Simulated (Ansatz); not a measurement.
The parent structure is Cu$_{3}$N (space group Pm-3m, No. 221; a = 3.765 Å).

Calculations: PBEsol in Ansatz (plane waves to 420 eV, PAW, no spin-orbit coupling).

Strains are applied to the cell and any free atomic positions relax.

One change was made to it. Results:

The pressure goes from zero to 15.1 GPa; the energy goes up by 51 meV/atom; the band gap stays zero.

Question: Name the change that was made.
A) isotropic strain −3.00 %
B) isotropic strain −1.20 %
C) isotropic strain −1.80 %

Answer: A, isotropic strain −3.00 %. For comparison, the energy relative to the base in the other runs: isotropic strain −1.20 % gives +7.5 meV/atom; isotropic strain −1.80 % gives +17 meV/atom.

Stability against distortions was not tested. All final runs are without spin polarisation. Gaps under 0.05 eV, about the width of the smearing, are given as zero. The zero or small gap of Cu3N can change with the level of theory.

Ansatz is a program for electronic structure.
